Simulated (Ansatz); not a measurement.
Start from HfO₂ (space group P4_2/nmc, No. 137; a = 3.567 Å, c = 5.166 Å).

Calculations: Ansatz (a first-principles code), PBEsol, PAW, cutoff 420 eV, scalar-relativistic without spin-orbit coupling.

Before the change:

```
Item                     Value
-------------  ---------------
Pressure              0.00 GPa
Gap character  indirect, A → Γ
Band gap               4.57 eV
```

Perturbation: the cell is scaled by 1.0240 in all directions, atoms relaxed at fixed cell.

**Question.** What happens to the pressure?

**Answer.** The pressure (mean of the normal stresses, compression positive) goes from zero to -12.43 GPa.

**Question.** Estimate the effect on the gap character.

**Answer.** The gap character becomes indirect, k = (0.222, 0.222, 0) in the run's primitive reciprocal basis → Γ (base: indirect, A → Γ).

**Question.** What happens to the band gap?

**Answer.** The band gap drops by 0.14 eV, from 4.57 eV to 4.43 eV.

With Hf present, leaving out spin-orbit coupling can change the band edges. The cells carry an imposed strain or load. No phonon test of stability was made. This is not the structure that HfO2 has at room temperature and ambient pressure.
